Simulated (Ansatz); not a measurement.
System: MgZnO2 (P3m1, No. 156, 4 atoms in the cell; start mp-1221905). Method: LDA in Ansatz (PAW).

Numerical settings: plane-wave cutoff 520 eV, 12×12×8 k mesh (along the axes of the cell as run), Fermi–Dirac smearing 0.01 eV, scalar-relativistic PAW data made under PBE.

Cell (relaxed at this level):

```
CELL_PARAMETERS angstrom
      3.22426     0.00000     0.00000
     -1.61213     2.79229     0.00000
      0.00000     0.00000     5.05789
ATOMIC_POSITIONS crystal
  Mg 0.33333 0.66667 0.49629
  Zn 0.66667 0.33333 0.00243
  O  0.33333 0.66667 0.88501
  O  0.66667 0.33333 0.38826
```

Estimate the band gap that the calculation returns.


- band gap = 1.84 eV (direct)

Static lattice: no zero-point or thermal effects.

The result took about 16 core-seconds (a rough figure).

A start named mp-… is a Materials Project structure, which need not be a measured phase.

Ansatz is a first-principles code.
